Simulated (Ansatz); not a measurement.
## CoSn2 (I4/mcm, No. 140, 6 atoms in the cell; start mp-20155)

Method: PBEsol (PAW; Ansatz, a quantum-chemistry and plane-wave program).

Run with plane-wave cutoff 520 eV, 14×14×14 k mesh, Fermi–Dirac smearing 0.05 eV, no spin polarisation, scalar-relativistic PAW data made under PBE.

Cell (relaxed at this level):

```cif
data_Co4Sn8
_chemical_formula_sum 'Co4 Sn8'
_space_group_name_H-M_alt 'I4/mcm'
_space_group_IT_number 140
_space_group_name_Hall '-I 4 2c'
_cell_length_a 6.27544
_cell_length_b 6.27544
_cell_length_c 5.40333
_cell_angle_alpha 90.000
_cell_angle_beta 90.000
_cell_angle_gamma 90.000
loop_
_atom_site_label
_atom_site_type_symbol
_atom_site_symmetry_multiplicity
_atom_site_Wyckoff_symbol
_atom_site_fract_x
_atom_site_fract_y
_atom_site_fract_z
_atom_site_occupancy
Co1 Co 4 a 0.00000 0.00000 0.25000 1
Sn1 Sn 8 h 0.33367 0.16633 0.00000 1
```
(The calculation used a cell of 6 atoms; values per cell refer to that cell.)

For CoSn2 (I4/mcm, No. 140, 6 atoms in the cell; start mp-20155), the bulk modulus B0 comes out as 119 GPa.

Note: the run has no spin polarisation, so it can have missed a magnetic state; the bulk modulus is −V dP/dV from two relaxed cells at ±2 % in volume; the relaxation could not lower the start's symmetry, so the cell can be a saddle point above a distorted one.

Spin–orbit coupling is not included.

Cost on a shared machine: roughly 9 core-minutes.

A start named mp-… is a Materials Project structure, which need not be a measured phase.
